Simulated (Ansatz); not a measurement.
**Sn (model structure, started from the Si type, Ia-3, No. 206, 8 atoms in the cell)**

All values below come from r²SCAN (Ansatz, a quantum-chemistry and plane-wave program, plane waves, PAW).

Run with plane-wave cutoff 560 eV, 10×10×10 k mesh, Fermi–Dirac smearing 0.05 eV, scalar-relativistic PAW data made under PBE.

Cell (relaxed at this level):

```
Sn
1.0
   -4.00725     4.00725     4.00725
    4.00725    -4.00725     4.00725
    4.00725     4.00725    -4.00725
Sn
8
Direct
  0.20430   0.20430   0.20430
  0.50000   0.00000   0.29570
  0.29570   0.50000   0.00000
  0.00000   0.29570   0.50000
  0.79570   0.79570   0.79570
  0.50000   0.00000   0.70430
  0.70430   0.50000   0.00000
  0.00000   0.70430   0.50000
```

```json
{
 "band_gap": "none",
 "bulk_modulus": "42.0 GPa"
}
```

Note: the bulk modulus is −V dP/dV from two relaxed cells at ±2 % in volume; the relaxation could raise the start's symmetry but not lower it, so the cell can be a saddle point.

Spin–orbit coupling is not included.

Computed values are for the static lattice.

A model structure was made by putting elements into a prototype or built by hand; it is no filed structure, need not be a known phase, and can be a saddle point held by its symmetry.
